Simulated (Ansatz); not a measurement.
The parent structure is GaSe in the beta-GaS type structure (space group P6_3/mmc, No. 194; a = 3.769 Å, c = 15.960 Å; layered, stacked along the Cartesian z axis). Axes: x lies along a and z along c of the hexagonal cell.

Calculations: PBE-D3(BJ) (Ansatz, a quantum-chemistry and plane-wave program, PAW, spin-orbit coupling left out).

Before the change:

The valley order is Γ 0.87 eV; M (1/2, 0, 0) 1.02 eV; K (1/3, 1/3, 0) 1.43 eV.

Perturbation: biaxial strain +0.69 %, plane normal [001], relaxed out of plane (Cartesian); in-plane vectors clamped, the third vector and the atoms free.

Question: Estimate the effect on the valley order.

Answer: The valley order (the lowest conduction-band minima on the path, energy above the VBM, named in the base's zone) goes from Γ 0.87 eV; M (1/2, 0, 0) 1.02 eV; K (1/3, 1/3, 0) 1.43 eV to Γ 0.71 eV; M (0, 1/2, 0) 0.96 eV; K (-1/3, -1/3, 0) 1.44 eV.

Question: Estimate the effect on the in-plane stress.

Answer: The mean in-plane stress (compression positive) comes out as -0.7 GPa.

The levels and masses belong to the bands next to the band gap. Whether these cells are dynamically stable was not tested.
